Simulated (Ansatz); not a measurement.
**Zn4Te3S (model structure, P-4m2, No. 115, 8 atoms in the cell)**

All values below come from r²SCAN (PAW; Ansatz, a first-principles code).

Run with plane-wave cutoff 560 eV, 8×8×4 k mesh (along the axes of the cell as run), Fermi–Dirac smearing 0.01 eV, scalar-relativistic PAW data made under PBE.

Cell (relaxed at this level):

Zn4STe3 is taken in the tetragonal space group P-4m2 (No. 115), Pearson symbol tP8. Cell: a = b = 4.210 Å, c = 11.793 Å, α = β = γ = 90.00°. Zn1 on 2g is coordinated by 2 S at 2.422 Å and 2 Te at 2.622 Å (tetrahedral). S on 1a has 4 Zn at 2.422 Å (tetrahedral). Te1 on 2f has 4 Zn at 2.622 Å (tetrahedral). Zn2 on 2g has 4 Te at 2.622–2.626 Å (tetrahedral). Te2 on 1d is surrounded by 4 Zn at 2.626 Å (tetrahedral). (Neighbours: up to the widest gap in distance over summed covalent radii, below 1.35, at either atom; cation-cation and far metal-metal contacts left out.)

band gap: 1.60 eV

Note: the relaxation could raise the start's symmetry but not lower it, so the cell can be a saddle point.

Spin–orbit coupling is not included.

Computed values are for the static lattice.

Computing time: about 4 core-minutes (a rough figure).

A model structure was made by putting elements into a prototype or built by hand; it is no filed structure, need not be a known phase, and can be a saddle point held by its symmetry.
